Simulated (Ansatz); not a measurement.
Structures of equal composition on the (0001) surface of hcp Ru: a layer of Ag in place of the second plane; a layer of Ag in place of the third plane. The slabs share one bottom face, and each structure is named by its start. These are constructed structures in small cells; real faces may alloy, dewet or reconstruct in larger ones, and not all known structures of the face are among them. Slabs of about 11 Å, Fermi-Dirac smearing of 0.1 eV. Bottom of the slabs: a bare face, its two planes held. Relaxed from the named starts with such symmetry as they have, on meshes of like density; energies extrapolated to zero smearing; spin only where a row says so; no spin-orbit coupling, no U. Brackets mark spin-polarised runs, whose order is one that fits the cell.

Method: PBE (plane waves to 420 eV, PAW; Ansatz, a program for electronic structure).

Q: Rank these by energy per 1x1 cell (lowest first), as PBE gives it.

A: a layer of Ag in place of the third plane (0.000 eV), a layer of Ag in place of the second plane (0.400 eV)
